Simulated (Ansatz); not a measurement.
Bond-angle distributions (per cent of the angles at each element, bins of 10°) of a relaxed model of amorphous Si$_{24}$O$_{51}$In$_{2}$ at 2.51 g/cm³. Computed with PBE, scalar-relativistic without spin-orbit coupling (plane waves to 420 eV, PAW; Ansatz, a quantum-chemistry and plane-wave program).

Preparation: random packing, a CHGNet melt and quench, and a DFT relaxation. O atoms were pushed apart under 1.9 Å during the dynamics, to hinder bonds among them. The hot cell started wider than the set density and was brought back towards it in steps. It is the lowest in DFT energy of 2 quenches. It is a model cell: composition and starting density were chosen by hand, and all elements were melted together. No dispersion term was used. Its density started from a set value of 2.47 and ended at 2.51 g/cm³. Cooling (nominally 320 K/ps over its main leg) ran many orders faster than in experiment, which tends to leave more defects and strain. A cell of this size samples the disorder only roughly. The volume was free in the relaxation, at fixed shape. Stress components on the final sampling reach 2.3 GPa.

Neighbours within Si-Si 2.60 Å, Si-O 1.90 Å, Si-In 2.78 Å, O-O 1.58 Å, O-In 2.50 Å, In-In 3.12 Å count as bonded. Two cations that share two anions don't count as bonded, nor two that share one unless they lie closer than Si-Si 2.38 Å, Si-In 2.71 Å, In-In 3.04 Å.

```json
[
 {"angle (°)": "50-60", "at Si": "0", "at O": "0"},
 {"angle (°)": "60-70", "at Si": "0", "at O": "0"},
 {"angle (°)": "70-80", "at Si": "0", "at O": "0"},
 {"angle (°)": "80-90", "at Si": "0", "at O": "0"},
 {"angle (°)": "90-100", "at Si": "3", "at O": "2"},
 {"angle (°)": "100-110", "at Si": "54", "at O": "2"},
 {"angle (°)": "110-120", "at Si": "41", "at O": "6"},
 {"angle (°)": "120-130", "at Si": "1", "at O": "23"},
 {"angle (°)": "130-140", "at Si": "0", "at O": "28"},
 {"angle (°)": "140-150", "at Si": "0", "at O": "25"},
 {"angle (°)": "150-160", "at Si": "0", "at O": "11"},
 {"angle (°)": "160-170", "at Si": "0", "at O": "2"},
 {"angle (°)": "170-180", "at Si": "0", "at O": "2"}
]
```

They go with these counts of neighbours within the cut-offs, cation contacts included: Si mean 4.0, most often 4; O mean 2.0, most often 2.
